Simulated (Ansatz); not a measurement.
A (8,2) carbon nanotube, relaxed period 6.524 Å, atoms relaxed at each strain.

| strain | energy (meV a period) | axial force (nN) |
|---|---|---|
| -0.015 | +344.4 | -11.44 |
| +0.015 | +329.3 | +10.68 |

Method: PBE (plane waves to 420 eV, PAW; Ansatz, a quantum-chemistry and plane-wave program). Mesh 1×1×12. No spin polarisation. Periodic along z alone, with about 11 Å of vacuum beside it. An idealised model, rolled from the flat sheet. Only distortions within the start's symmetry and period were free. Buckling under compression is shut out by symmetry and the short period. Energies are free energies at a Fermi–Dirac width of 0.05 eV, from the unstrained cell.

Mean diameter 7.27 Å.

Q: Work out the axial stiffness dF/dε in two ways, and what it means for a modulus.

A: From the forces: (+10.68 − (-11.44))/0.030 = 737 nN. From the energies: (E₊ + E₋)/(ε² c) = 0.6737 eV/(0.015² × 6.524 Å) = 459.0 eV/Å = 735 nN. The two agree to within 1 %. Spread over the circumference π × 7.27 Å, the force value is a sheet stiffness of 323 N/m.
